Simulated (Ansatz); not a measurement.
Candidates (primitive cells; geometry: cell and atoms relaxed with PBEsol):
A. BeTe (F-43m), a = b = c = 3.9632 Å, α = β = γ = 60.00°
B. AlAs (F-43m), a = 4.013 Å, b = 4.013 Å, c = 4.013 Å, α = 60.00°, β = 60.00°, γ = 60.00°
C. CdSe (F-43m), a = 4.3002 Å, b = 4.3002 Å, c = 4.3002 Å, α = 60.00°, β = 60.00°, γ = 60.00°

Put the candidates in order of hole conductivity mass, highest first, for PBEsol with spin-orbit coupling, rigid bands run with Ansatz (an electronic-structure program).

C (0.76 mₑ), B (0.59 mₑ), A (0.38 mₑ)

Masses are for dilute carriers at 300 K, harmonic means over directions unless an axis is named.
